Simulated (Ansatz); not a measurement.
**Several settings converged on Cd₃Pt (I4mm, 4 atoms in the cell)**

```
CELL_PARAMETERS angstrom
     -2.08638     2.08638     4.33726
      2.08638    -2.08638     4.33726
      2.08638     2.08638    -4.33726
ATOMIC_POSITIONS crystal
  Cd 0.75000 0.25000 0.50000
  Cd 0.25000 0.75000 0.50000
  Cd 0.50576 0.50576 0.00000
  Pt 0.00000 0.00000 0.00000
```

Base method: LDA (PW92), default PAW files made with PBE (plane waves; Ansatz, an electronic-structure program).

Base settings: basis.ecutwfc = 30.9 Ry; kpoints.mp_grid.grid = 11 11 11; hamiltonian.xc = lda; hamiltonian.pseudopotentials = {kind: paw} (the program's default PAW files); scf.occupations.method = fermi_dirac; scf.occupations.width = 0.0073 Ry.

The count of work is k-points × plane waves × bands × iterations; it is no time. 

**Shifted k-point meshes**

In this ladder: kpoints.mp_grid.shift = 0.5 0.5 0.5.

Only quantities that move along the ladder and can be compared are tabulated.

| kpoints.mp_grid.grid | free energy less the last step's (meV/atom) | pressure (GPa) | largest difference of a force vector from the last step's (eV/Å) | count of work / last |
|---|---|---|---|---|
| 2 2 2 | -309.27 | -10.14 | 0.002 | 0.0025 |
| 4 4 4 | 15.49 | -8.52 | 0.032 | 0.010 |
| 6 6 6 | 4.68 | -8.65 | 0.005 | 0.027 |
| 8 8 8 | 0.30 | -8.70 | 0.002 | 0.053 |
| 10 10 10 | 0.10 | -8.68 | 0.002 | 0.094 |
| 12 12 12 | 0.03 | -8.67 | 0.001 | 0.15 |
| 14 14 14 | -0.19 | -8.69 | 0.000 | 0.23 |
| 18 18 18 | 0.02 | -8.68 | 0.000 | 0.45 |
| 24 24 24 | 0.00 | -8.68 | 0.000 | 1.0 |

Coarsest kpoints.mp_grid.grid that holds the pressure within 0.2 GPa of the last step, with all finer ones: 4 4 4, at 0.010 of the last step's count of work; the step before is off by 1.5 GPa.

Coarsest kpoints.mp_grid.grid that holds the free energy within 1 meV/atom of the last step, with all finer ones: 8 8 8, at 0.053 of the last step's count of work; the step before is off by 4.7 meV/atom.

Coarsest kpoints.mp_grid.grid that holds the forces within 0.02 eV/Å of the last step, with all finer ones: 6 6 6, at 0.027 of the last step's count of work; the step before is off by 0.032 eV/Å.

**The k-point mesh at a smearing width of 0.3 eV**

In this ladder: scf.occupations.width = 0.022 Ry.

Only quantities that move along the ladder and can be compared are tabulated.

```csv
kpoints.mp_grid.grid,free energy less the last step's (meV/atom),pressure (GPa),count of work / last
4 4 4,-4.76,-8.26,0.016
5 5 5,-3.65,-8.33,0.022
6 6 6,-2.40,-8.37,0.036
7 7 7,-0.93,-8.36,0.048
8 8 8,-0.04,-8.35,0.071
12 12 12,0.03,-8.34,0.20
22 22 22,0.00,-8.34,1.0
```

Coarsest kpoints.mp_grid.grid that holds the pressure within 0.05 GPa of the last step, with all finer ones: 5 5 5, at 0.022 of the last step's count of work; the step before is off by 0.09 GPa.

Coarsest kpoints.mp_grid.grid that holds the free energy within 0.5 meV/atom of the last step, with all finer ones: 8 8 8, at 0.071 of the last step's count of work; the step before is off by 0.93 meV/atom.

**The width of Methfessel-Paxton smearing**

In this ladder: kpoints.mp_grid.grid = 18 18 18; scf.occupations.method = methfessel_paxton.

Narrow widths need finer meshes than wide ones, so the last steps can hold mesh noise.

Only quantities that move along the ladder and can be compared are tabulated; pressure and forces are left out, as mesh noise rules them at narrow widths.

```tsv
scf.occupations.width	free energy less the last step's (meV/atom)
0.0735 Ry	3.58
0.0367 Ry	-0.06
0.022 Ry	-0.04
0.0147 Ry	-0.03
0.0073 Ry	-0.02
0.0037 Ry	0.00
```

Widest scf.occupations.width that holds the free energy within 1 meV/atom of the last step, with all finer ones: 0.0367 Ry; the step before is off by 3.6 meV/atom.

On the base run: the starting cell comes from a database of computed structures (which also holds hypothetical and non-ambient phases and stackings), without a prior relaxation at this level. Its lattice was rescaled by up to half a per cent. One atom was moved a little off its site on purpose. Spin polarisation is off. In the base run, with a pressure of about -9 GPa the cell is away from its equilibrium volume at this level. Ansatz's pressure includes its estimate of the finite-basis (Pulay) stress.

Left out of this page: 2 runs of the series outside the window shown, repeating another row's setting, or not comparable.

Keys are those of Ansatz 0.2.
